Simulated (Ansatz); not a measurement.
The reference is Pd in the fcc (Cu type) structure (space group Fm-3m, No. 225; relaxed with 0.1 eV smearing).

```xyz
1
Lattice="0.0000 1.9389 1.9389 1.9389 0.0000 1.9389 1.9389 1.9389 0.0000" Properties=species:S:1:pos:R:3 pbc="T T T"
Pd     0.0000     0.0000     0.0000
```

Cartesian axes are those of the cell as printed.

Calculations: PBEsol in Ansatz (plane waves to 420 eV, PAW, no spin-orbit coupling).

Modification: every lattice vector is shortened by 2.50 %; the atoms relax in the strained cell.

**Question.** Predict the stress tensor and what it implies for the stiffness.

**Answer.** Stress of the strained cell less that of the base (GPa, compression positive):
```
   18.9     0.0     0.0
    0.0    18.9     0.0
    0.0     0.0    18.9
```

Then B = −ΔP/(ΔV/V₀) with ΔV/V₀ = -0.0731 gives secant stiffness values (nonlinear terms included at this strain): B ≈ 258 GPa.

As a check, the harmonic strain energy −½ V₀ Δσ:ε is 64 meV/atom; the computed energy rise is 58 meV/atom.

Stability against distortions was not tested. The final runs are not spin-polarised.

Ansatz is a quantum-chemistry and plane-wave program.
